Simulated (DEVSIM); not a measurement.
System: abrupt Si n-p junction, at 350 K.

Layer 1 from the left is Si, thickness (μm) 48.0, Nd (cm⁻³) 4.3e15, τn (s) 0.00097, τp (s) 0.00097. Layer 2 from the left is Si, thickness (μm) 8.10, Na (cm⁻³) 9.9e15, τn (s) 0.00097, τp (s) 0.00097.

Left contact: ohmic. Right contact: ohmic. Voltage is applied to the left contact. Recombination: SRH at mid-gap, radiative, Auger. Mobility is constant in doping.

This is a model device: material constants are rounded textbook-type values typed into the input, and sizes, dopings and lifetimes were drawn at random. Values at 300 K; Nc and Nv go as T^1.5, mobilities as T to minus their exponent, the gap by Varshni's rule with the affinity fixed.

Si: gap (eV) 1.124, affinity (eV) 4.05, permittivity 11.7, Nc (cm⁻³) 2.86e19, Nv (cm⁻³) 3.1e19, μn (cm²/Vs) 1417, μp (cm²/Vs) 470, T exponent of μn 2.3, T exponent of μp 2.2, B (cm³/s) 4.7e-15, Cn (cm⁶/s) 2.8e-31, Cp (cm⁶/s) 9.9e-32, Varshni α (eV/K) 0.000473, Varshni β (K) 636.

Model (solved in DEVSIM): 1D drift-diffusion, Boltzmann statistics, complete ionisation; no tunnelling, impact ionisation, image-force lowering or self-heating.

What does the simulation give for the dark forward voltage at 100 A/cm², the largest field in the device at zero bias?

dark forward voltage at 100 A/cm² 0.875 V; largest field in the device at zero bias 22000 V/cm.
